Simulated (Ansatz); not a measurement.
A user runs Ansatz (a first-principles code) on YB (Pnma, 8 atoms in the cell) and asks whether the run is sound. The aim is a self-consistent single point with DFT, PBE, plane waves, default PAW files.

The input file:

Ansatz 0.2 input:
```yaml
crystal:
  lattice:
    - [7.33014800, 0.00000000, 0.00000000]
    - [0.00000000, 3.93000300, 0.00000000]
    - [0.00000000, 0.00000000, 5.40641700]
  atoms:
    - { symbol: Y, position: [0.18000000, 0.25000000, 0.12500000] }
    - { symbol: Y, position: [0.32000000, 0.75000000, 0.62500000] }
    - { symbol: Y, position: [0.82000000, 0.75000000, 0.87500000] }
    - { symbol: Y, position: [0.68000000, 0.25000000, 0.37500000] }
    - { symbol: B, position: [0.03600000, 0.25000000, 0.61000000] }
    - { symbol: B, position: [0.46400000, 0.75000000, 0.11000000] }
    - { symbol: B, position: [0.96400000, 0.75000000, 0.39000000] }
    - { symbol: B, position: [0.53600000, 0.25000000, 0.89000000] }
basis:
  ecutwfc: 125.0
kpoints:
  mp_grid: { grid: [4, 7, 5] }
hamiltonian:
  xc: pbe
  pseudopotentials: { kind: paw }
scf:
  occupations: { method: cold, width: 0.272 }
output:
  forces: true
  eigenvalues: true
  stress: true
```

The program printed (abridged):

```
WARN basis.ecutwfc = 125 eV is below the records' recommended cutoff, and the density's cutoff is lower with it unless basis.ecutrho_ratio is high enough to …
WARN ansatz: RAYON_NUM_THREADS=1 ignored (pool sized by the plan → 1); use --threads N
Pseudopotentials: kind: paw
Pseudopotential: Y, paw, valence charge 11
Pseudopotential: B, paw, valence charge 3
Crystal: 8 atoms, lattice volume = 155.745 Å³
Basis set: ecut = 125 eV, 491 PW (Γ), exchange–correlation on 54×30×40 points (8 copies of the dense FFT grid, shifted against one another)
Bands: 36, of which v1, the nominal top of the filled ones, is band 28 counted from 1 (27 counted from 0)
Symmetry: 8 space group operations
Space group: Pnma (ITA 62), of the structure as read, at distance tolerance 5.4e-5 Å
k-points: 36 of 140
Initial density: superposition of atomic densities (neutral atoms: chi_scale 0, normalization atom), corrected by the library's trained network
Initial wavefunctions: pseudopotential atomic-orbital guess
Eigensolver: davidson
Functional: x = pbe(κ = 0.804, μ = 0.2195149727645171), c = pbe(β = 0.06672455060314922)
SCF iter   1: F=—  HF=-15975.600796 eV  |F-HF|=—  |Δ(HF+E_count)|=         —  Δρ=9.05e-2  dr2=7.76e0  ethr=1.77e-3  ⟨swp⟩=4.1  Hψ=5098  notcnv=0
all-band conjugate gradients solve this SCF's bands
preconditioner: auto → Kerker (q_TF=auto, 2.301 Å⁻¹)
SCF iter   2: F=—  HF=-15972.902137 eV  |F-HF|=—  |Δ(HF+E_count)|=    2.70e0  S|Δr|=    0.00e0  Δρ=5.02e-2  dr2=2.52e0  ethr=1.77e-3  ⟨swp⟩=2.0  Hψ=2836  notcnv=0  defer=37
   [... lines left out ...]
SCF iter   6: F=—  HF=-15971.520928 eV  |F-HF|=—  |Δ(HF+E_count)|=   6.26e-4  S|Δr|=    0.00e0  Δρ=3.41e-5  dr2=1.63e-6  ethr=5.09e-8  ⟨swp⟩=2.0  Hψ=2175  notcnv=0  defer=38
SCF iter   7: F=—  HF=-15971.520928 eV  |F-HF|=—  |Δ(HF+E_count)|=   8.79e-8  S|Δr|=    0.00e0  Δρ=7.05e-6  dr2=1.22e-7  ethr=1.79e-10  ⟨swp⟩=8.3  Hψ=4964  notcnv=0
SCF iter   8: F=-15971.520928 eV  HF=-15971.520928 eV  |F-HF|=4.18e-10  |Δ(HF+E_count)|=   9.31e-9  S|Δr|=    0.00e0  Δρ=1.67e-6  dr2=4.77e-9  ethr=1.79e-10  ⟨swp⟩=3.0  Hψ=2913  notcnv=0
SCF 1 converged in 8 iterations: F = -15971.520928 eV  dr2 = 4.77e-9
Stability not checked (fill_not_monotonic)
Free energy (F): -15971.520928 eV
Internal energy: -15971.602813 eV  (E = F + TS)
E sigma→0 (E₀):  -15971.548223 eV
Entropy (-TS):   0.081885 eV (10.236 meV/atom)
Fermi energy:    9.801315 eV
--- Forces (eV/Å), atoms counted from 1 ---
  atom   1  Y      0.13910460    -0.00000000     0.27608009
  atom   2  Y     -0.13910460    -0.00000000     0.27608009
  atom   3  Y     -0.13910460     0.00000000    -0.27608009
   [... lines left out ...]
  atom   8  B     -0.21973316    -0.00000000     0.60472843
--- Stress (GPa, compression-positive) ---
       -8.522595       0.000000       0.000000
        0.000000     -19.156946      -0.000000
        0.000000      -0.000000     -12.139911
  P = ⅓ Tr σ = -13.2732 GPa (-132.732 kbar)
  The stress holds the Pulay correction. Without it, at fixed plane waves, as pw.x and ABINIT print it: P = -134.5959 GPa
```

Can these results be used? Check the input.

The run is not sound. The fault is a basis or grid far too coarse for these potentials. The error of an incomplete plane-wave basis or grid does not cancel at such settings. To fix it, restore the cutoff that the potentials need and check convergence. The run converged in 8 iterations without an error; against the sound input the free energy rises by 5.83 eV/atom, the pressure goes from -12.18 to -13.27 GPa and the largest force goes from 0.677 to 0.643 eV/Å. At a fixed set of plane waves, without the program's Pulay estimate, the pressure is -134.60 GPa against -12.23 GPa.

An input that runs soundly differs in these lines (not the only fix; some lines may just follow from the change or write a value another way):
```diff
-basis:
-  ecutwfc: 125.0
```

With that input, the run converged in 6 iterations: free energy E − TS (on the zero of these files) -16018.1808 eV; Fermi level (on the code's own zero) 9.25 eV; pressure -12.18 GPa; largest force (vector length) 0.677 eV/Å (DFT, PBE, plane waves, default PAW files).

On the sound input: the starting cell was generated: these elements placed on a structure prototype, without a prior relaxation; it need not be a known phase or ordering of this composition. With a pressure of about -12 GPa the cell is away from its equilibrium volume at this level. Ansatz's pressure includes its estimate of the finite-basis (Pulay) stress.
